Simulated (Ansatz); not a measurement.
Base system: TiPt3 in the Cu3Au type structure (space group Pm-3m, No. 221; relaxed with 0.1 eV smearing).

```xyz
4
Lattice="3.8996 0.0000 0.0000 0.0000 3.8996 0.0000 0.0000 0.0000 3.8996" Properties=species:S:1:pos:R:3 pbc="T T T"
Ti     0.0000     0.0000     0.0000
Pt     0.0000     1.9498     1.9498
Pt     1.9498     0.0000     1.9498
Pt     1.9498     1.9498     0.0000
```

Cartesian axes are those of the cell as printed.

Level of theory: Ansatz (a quantum-chemistry and plane-wave program), PBEsol, PAW, cutoff 420 eV, no SOC.

The change: a pure shear with ε_xy = ε_yx = 0.0100; the atoms relax in the strained cell.

**Question.** Predict the stress tensor and what it implies for the stiffness.

**Answer.** Stress of the strained cell less that of the base (GPa, compression positive):
```
    0.2    -3.1     0.0
   -3.1     0.2     0.0
    0.0     0.0     0.0
```

Then −Δσ/γ with γ = 2ε = 0.0200 gives relaxed-ion elastic constants: C66 ≈ 153 GPa.

Whether these cells are dynamically stable was not tested. The final runs are not spin-polarised.
